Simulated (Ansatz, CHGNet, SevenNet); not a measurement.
# HfO2 (model structure, started from the CdI2 type, P-3m1, No. 164, 3 atoms in the cell): properties by level of theory

| level (code) | lattice constant a (Å) | lattice parameter c (Å) |
|---|---|---|
| CHGNet-r²SCAN | 3.206 | 5.263 |
| SevenNet-0 | 3.256 | 4.898 |
| PBE-D3(BJ) (Ansatz) | ___ | ___ |
| r²SCAN+rVV10 (Ansatz) | 3.227 | 4.556 |

Q: What belongs in the gaps?

A: 
- PBE-D3(BJ) (Ansatz, a program for electronic structure), lattice constant a (Å): 3.240
- PBE-D3(BJ) (Ansatz), lattice parameter c (Å): 4.664

Caveats: the cell has another shape than the first-principles one, perhaps another minimum in the same group (CHGNet-r²SCAN); the cell moved over 20 % in volume from its start (CHGNet-r²SCAN). Ansatz's density-functional and Hartree–Fock values are scalar-relativistic unless marked +SOC, with PAW data made under PBE.

Static lattice: no zero-point or thermal effects.

A model structure was made by putting elements into a prototype or built by hand; it is no filed structure, need not be a known phase, and can be a saddle point held by its symmetry.
